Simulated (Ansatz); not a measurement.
Base system: CaF2 in the rutile structure (space group P4_2/mnm, No. 136; a = 5.238 Å, c = 3.584 Å; a hypothetical phase, not in the database extracts checked).

(Cell as relaxed with PBE.)

Levels (all Ansatz, a quantum-chemistry and plane-wave program, PAW): PBE (420 eV, no spin-orbit coupling); PBEsol (420 eV, without spin-orbit coupling).

Each level relaxes its own structure.

| quantity | PBE | PBEsol |
|---|---|---|
| volume per atom | 16.39 Å³ | ___ |
| lattice parameter a | 5.238 Å | ___ |
| lattice parameter c | 3.584 Å | ___ |
| band gap | 6.77 eV | ___ |
| gap character | direct at Γ | ___ |
| electron mass | 0.60 mₑ | ___ |

Given the PBE results, estimate those of PBEsol.


- volume per atom, PBEsol: 15.68 Å³
- lattice parameter a, PBEsol: 5.155 Å
- lattice parameter c, PBEsol: 3.541 Å
- band gap, PBEsol: 6.83 eV
- gap character, PBEsol: direct at Γ
- electron mass, PBEsol: 0.60 mₑ

PBE's volume per atom lies 0.71 Å³ above PBEsol's (4.5 %); PBE's lattice parameter a lies 0.083 Å above PBEsol's (1.6 %); PBE's lattice parameter c lies 0.043 Å above PBEsol's (1.2 %); PBE's band gap lies 0.06 eV below PBEsol's; the two agree on the gap character and electron mass. Neither level is exact; PBEsol is the comparison here, not a measurement.

Effective masses come from finite differences of ±0.01 Å⁻¹. No phonon test of stability was made.
